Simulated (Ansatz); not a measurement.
# Formation energy of CoSi2 (Fm-3m) from the elements: levels of theory

This concerns the formation energy of CoSi2 (Fm-3m) from the elements. Reaction: Co (hcp) + 2 Si (diamond) → CoSi2 (Fm-3m). Negative: the products are lower in energy. The value is per atom of the solid.

CoSi2 (Fm-3m), 3 atoms in the cell; spin state with PBE: no moments. Conventional cell: a = b = c = 5.360 Å, α = β = γ = 90.00°.

Co (hcp, P6₃/mmc), 2 atoms in the cell; spin state with PBE: parallel moments, net moment 3.2 μB a cell.

Setting: static, neutral cells in Ansatz (PAW) whose structures rest at the PBE level. Ansatz (a first-principles code) runs with its default PAW set. Other levels take these structures, unless marked own geometry. The lattices are those relaxed with PBE, so at other levels the solids can be strained, which adds to the spread. A dispersion term (D3(BJ), or D4 for r2SCAN) was computed beside these levels and is taken off wherever the name lacks it. No search over spin orders was made beyond those shown. The state moves with the level: Co (hcp) has a net moment of 3.5 μB with r2SCAN+D4 and 3.2 μB with PBE. The state moves with the level: Co (hcp) has a net moment of 3.5 μB with r2SCAN (own geometry) and 3.2 μB with PBE.

```csv
Level,value (eV/atom)
PBE,-0.47
PBE+D3(BJ),…
LDA,…
PBEsol,-0.58
RPBE,-0.42
r2SCAN+D4,-0.44
r2SCAN (own geometry),-0.41
```

Question: What belongs in the gaps?

Answer: 
- PBE+D3(BJ), value (eV/atom): -0.57
- LDA, value (eV/atom): -0.63

The levels span 0.22 eV/atom, from LDA (-0.63) to r2SCAN (own geometry) (-0.41).

Rough cost of one single point on CoSi2 (Fm-3m), against PBEsol's on the same shared machine and with each level's own mesh and cutoff: r2SCAN about 5 times.
